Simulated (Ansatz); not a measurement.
## Sb, response to strain

The reference is Sb (space group R-3m, No. 166; a = 4.3263 Å, c = 11.3390 Å (hexagonal axes); layered; relaxed with 0.1 eV smearing). Axes: x lies along a and z along c of the hexagonal cell.

Strains are applied to the cell and any free atomic positions relax; under biaxial strain the out-of-plane vector relaxes too.

Level of theory: r2SCAN+rVV10/PAW in Ansatz (a first-principles code), without spin-orbit coupling.

Notes on the quantities. pressure: mean of the normal stresses, compression positive; energy relative to the base: free energy F.

| variant | shortest interatomic distance | space group | pressure | energy relative to the base |
|---|---|---|---|---|
| base | 2.920 Å | R-3m (No. 166) | 0.0 GPa | 0 meV/atom |
| biaxial strain +0.25 %, plane normal [001], relaxed out of plane | 2.923 Å | R-3m (No. 166) | -0.2 GPa | +0.1 meV/atom |
| biaxial strain +0.44 %, plane normal [001], relaxed out of plane | 2.926 Å | R-3m (No. 166) | -0.3 GPa | +0.4 meV/atom |
| isotropic strain +1.12 % | 2.935 Å | R-3m (No. 166) | -1.3 GPa | +4.5 meV/atom |
| isotropic strain +2.43 % | 2.953 Å | R-3m (No. 166) | -2.6 GPa | +20 meV/atom |
| uniaxial strain ε_yy = +4.19 % | [?] | C2/m (No. 12) | [?] | +15 meV/atom |
| uniaxial strain ε_zz = −5.74 % | 2.919 Å | R-3m (No. 166) | 2.2 GPa | +15 meV/atom |

Question: Some entries are withheld; estimate them.

Answer: 
- uniaxial strain ε_yy = +4.19 %, shortest interatomic distance: 2.933 Å
- uniaxial strain ε_yy = +4.19 %, pressure: -1.8 GPa

Stability against distortions was not tested.
